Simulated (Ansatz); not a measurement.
An armchair MoS2 nanoribbon, N = 7, bare edges, relaxed period 5.460 Å, atoms relaxed at each strain.

```csv
strain,energy (meV a period),axial force (nN)
-0.015,+39.7,-1.56
+0.015,+37.4,+1.46
```

Method: PBE (plane waves to 420 eV, PAW; Ansatz, a first-principles code). Mesh 1×1×6. No spin polarisation, so a magnetic state wasn't tested. It repeats along c; a and b span vacuum. An idealised model, cut from the flat sheet. It keeps the symmetry and period of its start, so it need not be a minimum against all distortions. Values not marked SOC lack spin–orbit coupling. Buckling under compression is shut out by symmetry and the short period. Energies are free energies at a Fermi–Dirac width of 0.02 eV, from the unstrained cell.

Problem. Work out the axial stiffness dF/dε in two ways.

Solution. From the forces: (+1.46 − (-1.56))/0.030 = 101 nN. From the energies: (E₊ + E₋)/(ε² c) = 0.0771 eV/(0.015² × 5.460 Å) = 62.8 eV/Å = 101 nN. The two agree to within 1 %.
